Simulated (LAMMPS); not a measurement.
Melts of Al (fcc) cooled to 300 K at several rates.

Level of theory: classical MD, pair style eam/alloy, file Al_zhou.eam.alloy, run in LAMMPS.

```tsv
cooling rate (K/s)	energy above the crystal	state	density	coordination number	rough cost
3e+12	0.051 eV/atom	glass	2.49 g/cm³ (one sample)	12.8 (counted to 3.78 Å)	17 core-minutes
1e+13	0.051 eV/atom	glass	2.49 g/cm³ (one sample)	12.9 (counted to 3.78 Å)	13 core-minutes
1e+14	0.054 eV/atom	glass	2.48 g/cm³ (one sample)	12.9 (counted to 3.78 Å)	6 core-minutes
```

Costs are rough and include melting and analysis.
